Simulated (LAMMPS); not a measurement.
An MD run on Cu (fcc), 256 atoms, at 300 K and 0 GPa, heated as the crystal.

All values are model results, not measurements: MD with a machine-learned potential, pair style snap, file Cu_Zuo_JPCA2020.quadratic.snap, run in LAMMPS.

Starting crystal:

Space group Fm-3m (No. 225); a = b = c = 3.610 Å, α = β = γ = 90.00°

```
atom  site  symmetry       x       y       z
----  ----  --------  ------  ------  ------
Cu      4a      m-3m  0.0000  0.0000  0.0000
```

**Question.** What does the simulation give for the volume per atom, the most common Cu-Cu-Cu angle, the mean frequency of the velocity spectrum, the enthalpy per atom?

**Answer.** volume per atom: 12.2417 ± 0.0008 Å³; most common Cu-Cu-Cu angle: in the 3° bin centred on 58.5° (mean of all 98°); mean frequency of the velocity spectrum: 4.7 THz; enthalpy per atom: -4.0216 ± 0.0003 eV.
